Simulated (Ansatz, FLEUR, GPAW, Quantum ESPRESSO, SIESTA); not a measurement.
One structure in several programs: SrC2 (R-3m, 3 atoms in the cell)

Self-consistent single point.

```yaml
crystal:
  lattice:
    - [2.51733, 1.45338, 2.30666]
    - [-2.51733, 1.45338, 2.30666]
    - [0.00000, -2.90676, 2.30666]
  atoms:
    - { symbol: Sr, position: [0.00000, 0.00000, 0.00000] }
    - { symbol: C, position: [0.59155, 0.59155, 0.59155] }
    - { symbol: C, position: [0.40845, 0.40845, 0.40845] }
```

Shared settings, as Ansatz (a program for electronic structure) writes them: kpoints.mp_grid.grid = 3 3 3; scf.occupations.method = fixed. Potentials and cutoffs stand in the table.

```json
[
 {"code": "GPAW", "model": "LDA (Perdew-Wang 92), GPAW PAW datasets LDA (gpaw-data 1.0.1)", "pressure (GPa)": "–", "largest force (eV/Å)": "0.668", "gap on the mesh (eV)": "1.747", "cutoff": "950 eV"},
 {"code": "Quantum ESPRESSO", "model": "LDA (PZ), GBRV 1.5 ultrasoft (LDA) pseudopotentials", "pressure (GPa)": "-5.45", "largest force (eV/Å)": "0.561", "gap on the mesh (eV)": "1.729", "cutoff": "40 Ry"},
 {"code": "SIESTA", "model": "LDA PW92, numerical atomic orbitals TZP, PseudoDojo LDA standard norm-conserving potentials (rewritten from UPF to PSML)", "pressure (GPa)": "-0.31", "largest force (eV/Å)": "1.342", "gap on the mesh (eV)": "2.849", "cutoff": "grid 400 Ry"},
 {"code": "Ansatz", "model": "LDA (PW92), PAW files made with PBE", "pressure (GPa)": "-5.68", "largest force (eV/Å)": "0.722", "gap on the mesh (eV)": "1.727", "cutoff": "420 eV"},
 {"code": "FLEUR", "model": "LDA (Perdew-Zunger), all-electron FLAPW (FLEUR), scalar-relativistic valence", "pressure (GPa)": "–", "largest force (eV/Å)": "0.437", "gap on the mesh (eV)": "1.708", "cutoff": "Kmax 4.8 1/bohr"}
]
```

A dash marks a value that a program does not give, or that is left out as unsure.

Gaps are read on the mesh. Another mesh or the band path gives a smaller gap, so these values are not converged in the mesh.

The spread over the programs that give each value: pressure within 5.37 GPa; largest force within 0.905 eV/Å; gap on the mesh within 1.141 eV.

SIESTA uses small atom-centred bases, whose incompleteness enters pressures, forces and empty levels differently from a plane-wave cutoff. FLEUR treats all electrons, but the usual bases taken here (sphere radii, linearisation, local orbitals, empty states) were not tested for convergence, so the values are no reference for the others. Ansatz's pressure is given at a fixed set of plane waves, as the other plane-wave codes print theirs; with its correction for the finite basis it is -5.52 GPa. The pressure of GPAW is left out: its cutoff lies under the one at which its stress was checked. The same LDA comes in different parametrisations, which differ slightly. In the pressure, SIESTA (by 5.25) lies more than 1 GPa from the median of the plane-wave programs. In the gap, SIESTA (by 1.121) lies more than 0.12 eV from the median of the plane-wave programs. In the force vectors, Quantum ESPRESSO (by 0.107), SIESTA (by 2.010) and FLEUR (by 0.232) lie more than 0.08 eV/Å from the median of the plane-wave programs.

On the base mesh (9 9 9) the same programs gave: Ansatz pressure -5.94 GPa, gap on the mesh 1.648 eV; Quantum ESPRESSO pressure -5.71 GPa, gap on the mesh 1.649 eV; GPAW gap on the mesh 1.669 eV; FLEUR gap on the mesh 1.624 eV; SIESTA pressure -0.67 GPa, gap on the mesh 2.671 eV.

The values differ from the base mesh's, so the mesh still matters here: the table compares the programs at equal settings.

The starting cell comes from a database of computed structures (which also holds hypothetical and non-ambient phases and stackings), without a prior relaxation at this level.

Left out of this page: CP2K (on another mesh).

Keys are those of Ansatz 0.2.
